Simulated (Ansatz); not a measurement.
## Amorphous Si₃₀N₄₄Hf₃

It comes from a melt-quench run on a machine-learned potential (CHGNet), relaxed afterwards by DFT. N atoms were pushed apart under 1.9 Å during the dynamics, to hinder bonds among them. The hot cell started wider than the set density and was brought back towards it in steps. It is the lowest in DFT energy of 2 quenches. It is a model cell: composition and starting density were chosen by hand, and all elements were melted together. No dispersion term was used.

Methods: PBE, scalar-relativistic without spin-orbit coupling (Ansatz, a program for electronic structure); r2SCAN, scalar-relativistic without spin-orbit coupling (Ansatz); HSE06, scalar-relativistic without spin-orbit coupling (Ansatz). Geometry, pressure, stress and energy are those of the PBE run. Its sampling: a 2×2×2 Γ-centred mesh; Fermi-Dirac width 0.02 eV; no spin polarisation. Other functionals are single points at the zone centre (r2SCAN at 500 eV; exact exchange cut at the cell's faces), free to take moments where seeds were set. At PBE the levels at the filled edge of the gap are localised (band-tail or defect states), and the nearest spread-out levels lie 2.5 eV apart at the zone centre.

* **Number of atoms in the cell**: 77
* **Density (held, not predicted)**: 3.81 g/cm^3
* **Volume per atom**: 11.30 Å³
* **Pressure on a 2×2×2 Γ-centred mesh**: 2.51 GPa
* **Largest force and stress component on that mesh (the relaxation ran on the zone centre alone)**: 0.12 eV/Å and 4.1 GPa
* **Level gap on a 2×2×2 Γ-centred mesh (PBE)**: 2.09 eV
* **Level gap at the zone centre (PBE)**: 2.12 eV
* **Level gap at the zone centre (r2SCAN)**: 2.55 eV
* **Level gap at the zone centre (HSE06)**: 3.42 eV

Neighbours within Si-Si 2.60 Å, Si-N 2.16 Å, Si-Hf 2.89 Å, N-N 1.70 Å, N-Hf 2.71 Å, Hf-Hf 3.34 Å count as bonded. Two cations that share two anions don't count as bonded, nor two that share one unless they lie closer than Si-Si 2.38 Å, Si-Hf 2.81 Å, Hf-Hf 3.25 Å.

```
Item                                                              Result
---------------------------------  -------------------------------------
Mean coordination of Si by anions             4.07 (28 with 4, 2 with 5)
Mean coordination of N                        3.14 (38 with 3, 6 with 4)
Mean coordination of Hf by anions              5.33 (1 with 4, 2 with 6)
Mean Si-N bond                     1.766 Å (spread 0.075 Å, 122 counted)
Mean N-Hf bond                      2.216 Å (spread 0.154 Å, 16 counted)
```

Its density started from a set value of 3.81 g/cm³. The simulated quench (nominally 300 K/ps over its main leg) is rapid and tends to freeze in more defects than a deposited or slowly cooled glass has. Values belong to this one cell and scatter from quench to quench. The volume was held where the preparation left it, at a PBE pressure of 2.5 GPa. Stress components on the final sampling reach 4.1 GPa. On a 2×2×2 Γ-centred mesh force components of up to 0.12 eV/Å stay, since the relaxation ran on the zone centre alone.
